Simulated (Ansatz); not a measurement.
O vacancy in rock-salt CaO (start: the O site; 64-site cell, 2×2×2 shifted sampling), charge +2. These are PBE, PAW (plane waves to 420 eV; Ansatz, a first-principles code) values and carry that method's errors.

- total energy of the defect cell: -75855.0724 eV
- total energy of the perfect cell: -76407.1454 eV
- μ(O) in O2 molecule in a box, atoms added −1: -564.9684 eV
- Δμ(O), Ca-rich: -5.895 eV
- valence-band maximum on the cell's zero: 7.525 eV
- image correction with alignment: 0.321 eV
- Fermi level above the maximum: 2.80 eV

Q: Work out the formation energy.

A: E_f = E(defect) − E(perfect) − Σ n μ + q (E_VBM + E_F) + E_corr = 552.073 − (570.863) + (20.649) + (0.321) = 2.18 eV.
